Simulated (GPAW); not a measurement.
Input and output of a self-consistent single point for ScCoC₂ (P4/nmm, 8 atoms in the cell) (GPAW).

Computed with PBEsol, GPAW PAW datasets PBEsol (made by gpaw-setup) (plane waves; GPAW).

The change in words: lattice scaled by 0.98. Reference geometry:
```
ScCoC2
1.0
    3.34281     0.00000     0.00000
    0.00000     3.34281     0.00000
    0.00000     0.00000     7.18148
Sc Co C
2 2 4
Direct
  0.50000   0.00000   0.65433
  0.00000   0.50000   0.34567
  0.50000   0.50000   0.00000
  0.00000   0.00000   0.00000
  0.00000   0.50000   0.85013
  0.50000   0.00000   0.14987
  0.50000   0.00000   0.34670
  0.00000   0.50000   0.65330
```

Reference input (self-consistent single point, DFT PBEsol, plane waves, GPAW PAW datasets PBEsol (made by gpaw-setup)): mode = pw; ecut = 900 eV; xc = PBEsol; kpts = 8 8 4; mesh shift (steps) = 0 0 0; occupations.name = methfessel-paxton; occupations.width = 0.136 eV; occupations.order = 0; nbands = -12; symmetry.symmorphic = false; symmetry.tolerance = 0.0005; maxiter = 150. This run's input differs from it in these lines:

```diff
@@ -5,13 +5,13 @@
 atoms = Atoms(['Sc', 'Sc', 'Co', 'Co', 'C', 'C', 'C', 'C'],
-              cell=[[3.342810, 0.000000, 0.000000],
-                    [0.000000, 3.342810, 0.000000],
-                    [0.000000, 0.000000, 7.181480]],
-              positions=[[1.671405, 0.000000, 4.699058],
-                         [0.000000, 1.671405, 2.482422],
-                         [1.671405, 1.671405, 0.000000],
+              cell=[[3.275954, 0.000000, 0.000000],
+                    [0.000000, 3.275954, 0.000000],
+                    [0.000000, 0.000000, 7.037850]],
+              positions=[[1.637977, 0.000000, 4.605076],
+                         [0.000000, 1.637977, 2.432774],
+                         [1.637977, 1.637977, 0.000000],
                          [0.000000, 0.000000, 0.000000],
-                         [0.000000, 1.671405, 6.105192],
-                         [1.671405, 0.000000, 1.076288],
-                         [1.671405, 0.000000, 2.489819],
-                         [0.000000, 1.671405, 4.691661]],
+                         [0.000000, 1.637977, 5.983087],
+                         [1.637977, 0.000000, 1.054763],
+                         [1.637977, 0.000000, 2.440023],
+                         [0.000000, 1.637977, 4.597827]],
               pbc=True)
```

Output (repeated stretches shortened):

```
     iter     time        total  log10-change:
                         energy   eigst   dens
iter:   1 --:--:--   -72.913326
iter:   2 --:--:--   -72.411353   -0.01  -1.07
iter:   3 --:--:--   -70.059358   -0.26  -1.12
iter:   4 --:--:--   -69.566883   -0.46  -1.36
iter:   5 --:--:--   -69.692542   -0.68  -1.53
iter:   6 --:--:--   -70.718434   -0.85  -1.61
iter:   7 --:--:--   -69.714468   -0.90  -1.46
iter:   8 --:--:--   -69.732539   -1.08  -2.13
iter:   9 --:--:--   -69.740682c  -1.69  -2.18
iter:  10 --:--:--   -69.728533c  -2.19  -2.19
iter:  11 --:--:--   -69.730002c  -2.26  -2.37
iter:  12 --:--:--   -69.721505c  -2.92  -2.52
iter:  13 --:--:--   -69.719556c  -3.13  -2.76
   [... 4 lines left out ...]
iter:  18 --:--:--   -69.719743c  -4.79  -3.78
iter:  19 --:--:--   -69.719754c  -5.01  -3.82
iter:  20 --:--:--   -69.719747c  -5.36  -3.75
iter:  21 --:--:--   -69.719741c  -5.28  -3.80
iter:  22 --:--:--   -69.719740c  -5.90  -4.28c
iter:  23 --:--:--   -69.719735c  -5.92  -4.35c
iter:  24 --:--:--   -69.719737c  -6.76  -4.27c
iter:  25 --:--:--   -69.719739c  -6.25  -4.39c
iter:  26 --:--:--   -69.719740c  -6.64  -4.84c
iter:  27 --:--:--   -69.719739c  -7.29  -4.92c
iter:  28 --:--:--   -69.719739c  -7.55c -5.05c
Converged after 28 iterations.

Dipole moment: (-0.000000, -0.000000, 0.000000) |e|*Ang

Energy contributions relative to reference atoms: (reference = -121357.760099)

Kinetic:        +79.865049
Potential:      -70.037746
External:        +0.000000
XC:             -79.814347
Entropy (-ST):   -0.005513
Local:           +0.270062
SIC:             +0.000000
--------------------------
Free energy:    -69.722496
Extrapolated:   -69.719739

Showing only first 2 kpts
 Kpt  Band  Eigenvalues  Occupancy
  0    26     10.37058    1.97015
  0    27     10.85209    0.00458
  0    28     10.89772    0.00093
  0    29     10.89772    0.00093

  1    26     10.34998    1.98298
  1    27     10.41369    1.91525
  1    28     11.35143    0.00000
  1    29     11.62461    0.00000

Fermi level: 10.57946

No gap
   [... lines left out ...]
  2 Co   -0.00000    0.00000    0.00000
  3 Co   -0.00000    0.00000    0.00000
  4 C     0.00000    0.00000    0.41093
  5 C     0.00000    0.00000   -0.41093
  6 C     0.00000    0.00000    0.98105
  7 C     0.00000    0.00000   -0.98105

Stress tensor:
    -0.073265     0.000000     0.000000
     0.000000    -0.073265     0.000000
     0.000000     0.000000    -0.084854
Stress (GPa, Voigt): [-11.7383 -11.7383 -13.5951   0.       0.       0.    ]
```

The run converged in 28 iterations. GPAW prints stress with tension positive. Against the reference run the free energy goes up by 15.7 meV/atom and the largest force goes from 0.115 to 0.981 eV/Å.

At such cutoffs GPAW's stress carries a finite-basis (Pulay) error, which enters relaxed cells too; its log prints stress with tension positive.

The starting cell comes from a database of computed structures (which also holds hypothetical and non-ambient phases and stackings), without a prior relaxation at this level. For this run, on top of that: lattice scaled by 0.98. Spin polarisation is off.

Cost on one core of a shared machine: roughly 4 min.
